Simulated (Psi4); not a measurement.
Psi4 1.11, WB97X/def2-tzvp: Mo(O)(S)(F)(Cl) ([O]=[Mo]([F])(=[S])[Cl]), 5 atoms. The geometry is a generated start, not checked to be a minimum at this level.

| Item | Value |
|---|---|
| task | energy |
| method | wb97x |
| basis | def2-tzvp |
| memory | 3 GB |
| maxiter | 100 |
| keys of the molecule block | symmetry c1 |
| scf_type | df (default) |
| guess | auto, which took SAD (default) |
| scf_initial_accelerator | adiis (default) |
| e_convergence | 1e-06 (default) |
| d_convergence | 1e-06 (default) |
| dft_radial_points | 75 (default) |
| dft_spherical_points | 302 (default) |
| effective core potentials | those of the basis set, past Kr |
| basis functions | 176 |
| grid points | 109075 |

```xyz
5

Mo     0.0335     0.0624    -0.1375
O      1.0511    -0.3417    -1.3542
S      1.0525    -0.2515     1.7244
F     -0.4716     1.7695    -0.1091
Cl    -1.6655    -1.2388    -0.1236
```

Charge 0 and multiplicity 1 are set for this test and not shown to be the ground state.

One run each on 2 threads. Values of diis_max_vecs tried: 3, 6, 10 (default), 20.

Q: How does the count of SCF iterations change with diis_max_vecs, and where is it least?

A: Fewest SCF iterations, within one of each other: 6 with 14, 10 (default) with 13, 20 with 13. The count rises to 20 at 3. All converge to one solution.

```tsv
diis_max_vecs	SCF iterations	end
3	20	same solution
6	14	same solution
10 (default)	13	same solution
20	13	same solution
```
